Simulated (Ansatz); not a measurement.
# Several settings converged on MoS2 (P6_3/mmc, 6 atoms in the cell)

```
MoS2
1.0
    1.57210    -2.72296     0.00000
    1.57210     2.72296     0.00000
    0.00000     0.00000    12.23850
Mo S
2 4
Direct
  0.33333   0.66667   0.25000
  0.66667   0.33333   0.75000
  0.33333   0.66667   0.87900
  0.66667   0.33333   0.37900
  0.66667   0.33333   0.12100
  0.33333   0.66667   0.62100
```

Base method: PBE, PAW files (plane waves; Ansatz, a quantum-chemistry and plane-wave program).

Base settings: basis.ecutwfc = 420 eV; kpoints.mp_grid.grid = 9 9 2; hamiltonian.xc = pbe; hamiltonian.pseudopotentials = {kind: paw} (the program's default PAW files); scf.occupations.method = fermi_dirac; scf.occupations.width = 0.01 eV.

Core times come from one kind of shared machine, to one figure; runs under 30 s give none.

**Zone-centre phonons against the mesh**

In this ladder: scf.occupations.method = fixed; scf.occupations.width = default; phonons.method = dfpt; phonons.dielectric = true; phonons.rigid_motions = translations.

Frequencies are those of the unrelaxed cell, without the LO-TO term of polar crystals.

Only quantities that move along the ladder and can be compared are tabulated.

| kpoints.mp_grid.grid | highest zone-centre frequency (cm⁻¹) | core time / last (rough) |
|---|---|---|
| 3 3 1 | 465.5 | 0.06 |
| 4 4 1 | 461.8 | 0.08 |
| 5 5 2 | 462.8 | 0.1 |
| 6 6 2 | 462.7 | 0.2 |
| 8 8 2 | 463.1 | 0.2 |
| 12 12 3 | 463.0 | 0.4 |
| 14 14 4 | 463.0 | 1 |

Coarsest kpoints.mp_grid.grid that holds the highest zone-centre frequency within 1 cm⁻¹ of the last step, with all finer ones: 5 5 2, at about 0.1 of the last step's time; the step before is off by 1.3 cm⁻¹.

**The dielectric constant against the mesh**

In this ladder: scf.occupations.method = fixed; scf.occupations.width = default; dielectric = true; dielectric.field_mesh = kpoints.

Only quantities that move along the ladder and can be compared are tabulated.

| kpoints.mp_grid.grid | largest Born charge (mean of the diagonal) (e) | mean ε∞ | core time / last (rough) |
|---|---|---|---|
| 3 3 1 | 0.959 | 10.885 | – |
| 4 4 1 | 0.825 | 11.487 | – |
| 5 5 2 | 0.876 | 12.086 | – |
| 8 8 2 | 0.900 | 12.452 | 0.1 |
| 12 12 3 | 0.902 | 12.538 | 0.2 |
| 18 18 4 | 0.902 | 12.547 | 1 |

Coarsest kpoints.mp_grid.grid that holds the mean ε∞ within 0.05 of the last step, with all finer ones: 12 12 3, at about 0.2 of the last step's time; the step before is off by 0.095.

Coarsest kpoints.mp_grid.grid that holds the largest Born charge (mean of the diagonal) within 0.05 e of the last step, with all finer ones: 5 5 2; the step before is off by 0.077 e.

On the base run: the starting cell has typed, rounded lattice constants, without a prior relaxation at this level. Its lattice was rescaled by up to half a per cent. In the base run, with a pressure of about 3 GPa the cell is away from its equilibrium volume at this level.

Left out of this page: 2 runs of the series stopped by limits of time or memory.

Keys are those of Ansatz 0.2.
